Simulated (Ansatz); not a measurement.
Start from ZrC in the rock salt structure (space group Fm-3m, No. 225; a = 4.6691 Å; relaxed with 0.1 eV smearing).

Method: PBEsol/PAW in Ansatz (a first-principles code), without spin-orbit coupling.

Before the change:

* **Pressure**: 0.0 GPa
* **Band gap**: zero

One thing is altered: every lattice vector is stretched by 1.50 %, atoms relaxed at fixed cell.

Q: How does this affect the pressure, energy relative to the base and band gap?

A: The pressure goes from zero to -9.6 GPa; the energy grows by 18 meV/atom; the band gap is still zero.

The cells carry an imposed strain or load. No phonon test of stability was made. All final runs are without spin polarisation.
